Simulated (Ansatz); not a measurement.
Ansatz (a first-principles code) run on the (001) slab of Tc (cut from a parent of space group no. 194; 4 atoms in the cell): self-consistent single point.

Method: PBEsol, default PAW files made with PBE (plane waves; Ansatz).

```
Tc
1.0
    2.72630     0.00000     0.00000
   -1.36315     2.36104     0.00000
    0.00000     0.00000    20.55209
Tc
4
Direct
  0.66667   0.33333   0.44686
  0.33333   0.66667   0.34060
  0.66667   0.33333   0.65940
  0.33333   0.66667   0.55314
```

Reference input (self-consistent single point, DFT, PBEsol, plane waves, default PAW files made with PBE): basis.ecutwfc = 500 eV; kpoints.mp_grid.grid = 13 13 1; hamiltonian.xc = pbesol; hamiltonian.pseudopotentials = {kind: paw} (the program's default PAW files); scf.occupations.method = gaussian; scf.occupations.width = 0.1 eV. This run's input differs from it in these lines:

Ansatz 0.2 input:
```diff
@@ -14,3 +14,3 @@
 kpoints:
-  mp_grid: { grid: [13, 13, 1] }
+  mp_grid: { grid: [12, 12, 1] }
 hamiltonian:
```

Output (repeated stretches shortened):

```
SCF iter   1: F=—  HF=-21351.260266 eV  |F-HF|=—  |Δ(HF+E_count)|=         —  Δρ=5.16e-2  dr2=3.55e1  ethr=3.10e-3  ⟨swp⟩=7.9  Hψ=3332  notcnv=0
all-band conjugate gradients solve this SCF's bands
preconditioner: auto → LDOS
SCF iter   2: F=—  HF=-21350.407506 eV  |F-HF|=—  |Δ(HF+E_count)|=   8.53e-1  Δρ=6.59e-2  dr2=5.44e1  ethr=3.10e-3  ⟨swp⟩=4.1  Hψ=1786  notcnv=0  defer=19
   [... lines left out ...]
SCF iter   7: F=—  HF=-21348.446918 eV  |F-HF|=—  |Δ(HF+E_count)|=   1.84e-6  Δρ=7.05e-5  dr2=5.49e-6  ethr=3.36e-7  ⟨swp⟩=2.3  Hψ=1019  notcnv=0  defer=15
SCF iter   8: F=—  HF=-21348.446922 eV  |F-HF|=—  |Δ(HF+E_count)|=   3.34e-6  Δρ=2.19e-5  dr2=1.48e-6  ethr=9.15e-9  ⟨swp⟩=2.4  Hψ=1082  notcnv=0  defer=15
SCF iter   9: F=—  HF=-21348.446922 eV  |F-HF|=—  |Δ(HF+E_count)|=   2.73e-7  Δρ=5.65e-6  dr2=2.75e-7  ethr=2.47e-9  ⟨swp⟩=1.6  Hψ=741  notcnv=0  defer=15
SCF iter  10: F=-21348.446922 eV  HF=-21348.446922 eV  |F-HF|=1.72e-9  |Δ(HF+E_count)|=   1.62e-8  Δρ=1.21e-6  dr2=2.98e-9  ethr=1.67e-10  ⟨swp⟩=10.6  Hψ=3333  notcnv=0
SCF 1 converged in 10 iterations: F = -21348.446922 eV  dr2 = 2.98e-9
Free energy (F): -21348.446922 eV
Internal energy: -21348.439577 eV  (E = F + TS)
E sigma→0 (E₀):  -21348.443250 eV
Entropy (-TS):   -0.007344 eV (-1.836 meV/atom)
Fermi energy:    6.970521 eV
--- Forces (eV/Å), atoms counted from 1 ---
  atom   1  Tc    -0.00000000    -0.00000000    -1.70566321
  atom   2  Tc     0.00000000     0.00000000     1.32029120
  atom   3  Tc    -0.00000000    -0.00000000    -1.32029120
  atom   4  Tc     0.00000000     0.00000000     1.70566321
--- Stress (GPa, compression-positive) ---
       -5.328873       0.000000       0.000000
       -0.000000      -5.328873       0.000000
        0.000000       0.000000      -5.965073
  P = ⅓ Tr σ = -5.5409 GPa (-55.409 kbar)
  The stress holds the Pulay correction. Without it, at fixed plane waves, as pw.x and ABINIT print it: P = -5.5494 GPa
```

The run converged in 10 iterations. Against the reference run the free energy goes down by 2.8 meV/atom and the largest force goes from 1.661 to 1.706 eV/Å.

The starting cell has typed, rounded lattice constants, without a prior relaxation at this level. The slab is cut from that crystal, and its faces are unrelaxed. Its lattice was rescaled by up to half a per cent. Spin polarisation is off. Forces in this geometry exceed 1 eV/Å.
